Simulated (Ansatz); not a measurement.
The reference is SiC (space group P6_3mc, No. 186; a = 3.0781 Å, c = 10.0760 Å). Axes: x lies along a and z along c of the hexagonal cell.

Level of theory: DFT with PBEsol, PAW potentials and a 420 eV plane-wave cutoff in Ansatz (a first-principles code), without spin-orbit coupling.

Strains are applied to the cell and any free atomic positions relax.

One change was made to it. Results:

```json
[
 {"quantity": "energy relative to the base (free energy F)", "base": "0 meV/atom", "after": "+8.1 meV/atom"},
 {"quantity": "valence-band top at Γ (three highest levels, from the VBM)", "base": "0.00, 0.00, -0.05 eV", "after": "0.00, -0.14, -0.32 eV"}
]
```

Q: Which change produced these results?
A. tensor shear ε_xz = +1.20 %
B. tensor shear ε_xz = +1.60 %
C. tensor shear ε_xz = +0.80 %
D. tensor shear ε_xz = +2.00 %

A: D, tensor shear ε_xz = +2.00 %. For comparison, the energy relative to the base in the other runs: tensor shear ε_xz = +1.60 % gives +5.2 meV/atom; tensor shear ε_xz = +0.80 % gives +1.3 meV/atom; tensor shear ε_xz = +1.20 % gives +2.9 meV/atom.

The levels and masses belong to the bands next to the band gap. Stability against distortions was not tested.
